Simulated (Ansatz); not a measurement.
Take HfO₂ in the CdI2 type structure (space group P-3m1, No. 164; a = 3.209 Å, c = 4.515 Å; a hypothetical phase, not in the database extracts checked; layered, stacked along the Cartesian z axis) as the base.

The change: Ti takes the place of Hf on all its sites, then cell and atoms are relaxed.

Levels (all Ansatz, a quantum-chemistry and plane-wave program, PAW, earlier PAW set): PBEsol-D3(BJ) (420 eV, scalar-relativistic without spin-orbit coupling); r2SCAN (500 eV, scalar-relativistic without spin-orbit coupling); HSE06 (420 eV, no spin-orbit coupling); PBEsol+SOC (420 eV, spin-orbit coupling included); HSE06+SOC (420 eV, with spin-orbit coupling).

One geometry, relaxed with PBEsol-D3(BJ), under each level:

```tsv
level	band gap	lowest conduction level above the VBM at special points
PBEsol-D3(BJ)	2.54 eV	A 2.54 eV; Γ 2.57 eV; K 2.69 eV; M 2.76 eV
r2SCAN	2.93 eV	A 2.93 eV; Γ 2.96 eV; K 3.08 eV; M 3.13 eV
HSE06	4.13 eV	A 4.13 eV; Γ 4.16 eV; K 4.32 eV
PBEsol+SOC	2.54 eV	A 2.54 eV; Γ 2.57 eV; K 2.69 eV; M 2.76 eV
HSE06+SOC	4.13 eV	A 4.13 eV; Γ 4.16 eV; K 4.32 eV
```

Single points use the geometry relaxed with PBEsol-D3(BJ). The hybrid gap comes from the SCF mesh plus the semilocal run's edge points and a few special points and is an upper bound. The spin-orbit shifts are approximate. No phonon test of stability was made. As relaxed here, TiO2 is a hypothetical phase, not in the database extracts checked. The runs without spin-orbit coupling are not spin-polarised.
